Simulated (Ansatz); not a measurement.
Start from MoSi$_{2}$ (space group I4/mmm, No. 139; relaxed with 0.1 eV smearing).

```
CELL_PARAMETERS angstrom
     -1.58700     1.58700     3.88936
      1.58700    -1.58700     3.88936
      1.58700     1.58700    -3.88936
ATOMIC_POSITIONS crystal
  Si 0.66479 0.66479 0.00000
  Si 0.33521 0.33521 0.00000
  Mo 0.00000 0.00000 0.00000
```

Cartesian axes are those of the cell as printed.

Method: LDA (Ansatz, an electronic-structure program; PAW; 420 eV plane waves; no spin-orbit coupling).

Strains are applied to the cell and any free atomic positions relax.

One change was made to it. Results:

The energy rises by 10 meV/atom; the pressure (mean of the normal stresses, compression positive) goes from zero to -5.0 GPa.

Q: Which change produced these results?
(A) uniaxial strain ε_xx = −2.50 %
(B) uniaxial strain ε_xx = +2.50 %
(C) uniaxial strain ε_xx = +2.00 %

A: B, uniaxial strain ε_xx = +2.50 %. For comparison, the pressure in the other runs: uniaxial strain ε_xx = −2.50 % gives 5.8 GPa; uniaxial strain ε_xx = +2.00 % gives -4.1 GPa.

Whether these cells are dynamically stable was not tested. All final runs are without spin polarisation.
